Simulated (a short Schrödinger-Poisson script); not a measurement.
Stack: MOS inversion layer, HfO2 on p-type Si(100), at 300 K.

From the gate side: 9.4 nm HfO2; 1400 nm Si, acceptors 9.6e16 cm⁻³.

Constants are typed, rounded textbook-type inputs, not results; the design itself was drawn at random and stands for no fabricated device. HfO2: permittivity 22, conduction-band edge (eV) 1.55, gap (eV) 5.7, electron mass (mₑ) 0.2. Si: permittivity 11.7, conduction-band edge (eV) 0, gap (eV) 1.124, Nv at 300 K (cm⁻³) 3.1e19.

Channel valleys (confinement mass, in-plane density-of-states mass, number): Δ2 0.916, 0.19, 2; Δ4 0.19, 0.417, 4. At the gate the conduction-band edge of layer 1 lies 1.74 eV − eVg above the Fermi level of the channel; the field vanishes at the back. Gaps are held at their typed values at every temperature. Mesh 0.03 nm at interfaces.

From a short Schrödinger-Poisson script (our own, NumPy): 1D Poisson equation in equilibrium, electrons quantum, Hartree (BenDaniel-Duke, 12 states a valley, the channel's in-plane mass for all, wave functions ending at the dielectric), parabolic valleys, classical holes, full ionisation, no traps, pinning or gate leakage.

| Vg (V) | electrons (cm⁻²) | C (μF/cm²) | Δ2 E0 (meV from the Fermi level) | Δ4 E0 (meV from the Fermi level) |
|---|---|---|---|---|
| 0.1 | 2.63e9 | 0.110 | 215.8 | 249.4 |
| 0.15 | 1.49e10 | 0.169 | 170.3 | 204.7 |
| 0.2 | 7.14e10 | 0.391 | 129.0 | 164.5 |
| 0.25 | 2.30e11 | 0.740 | 97.4 | 134.8 |
| 0.3 | 4.95e11 | 1.01 | 75.7 | 115.8 |
| 0.35 | 8.30e11 | 1.17 | 60.3 | 103.3 |
| 0.4 | 1.21e12 | 1.28 | 48.5 | 94.5 |
| 0.45 | 1.62e12 | 1.35 | 39.0 | 88.0 |
| 0.5 | 2.04e12 | 1.40 | 31.0 | 82.9 |
| 0.55 | 2.49e12 | 1.45 | 24.0 | 78.7 |
| 0.6 | 2.94e12 | 1.48 | 17.8 | 75.2 |
| 0.65 | 3.41e12 | 1.51 | 12.2 | 72.3 |
| 0.7 | 3.88e12 | 1.53 | 7.1 | 69.7 |
| 0.75 | 4.36e12 | 1.55 | 2.3 | 67.4 |
| 0.8 | 4.85e12 | 1.57 | -2.2 | 65.3 |
| 0.85 | 5.34e12 | 1.58 | -6.4 | 63.4 |
| 0.9 | 5.84e12 | 1.60 | -10.4 | 61.7 |
| 0.95 | 6.34e12 | 1.61 | -14.3 | 60.1 |
| 1 | 6.84e12 | 1.62 | -18.0 | 58.6 |

Gate voltages with under 1e9 electrons/cm² are left out.

At Vg = 1 V the lowest Δ2 subband lies at -18.0 meV from the Fermi level. How many electrons does it hold, and what share of all?

The two-dimensional density of states is g m/(πħ²) = 1.59e11 cm⁻² meV⁻¹ (both spins), kT = 25.9 meV, so n = D kT ln(1 + exp(−E/kT)) = 4.52e12 cm⁻², 0.66 of the 6.84e12 cm⁻² in all.

Compare the slope of the sheet density between 0.9 and 1 V with the geometric capacitance of the layers between gate and channel.

q Δn/ΔV = 1.60 μF/cm²; ε0/Σ(t/ε) = 2.07 μF/cm². The ratio is 0.77: the channel acts as a further capacitance in series.
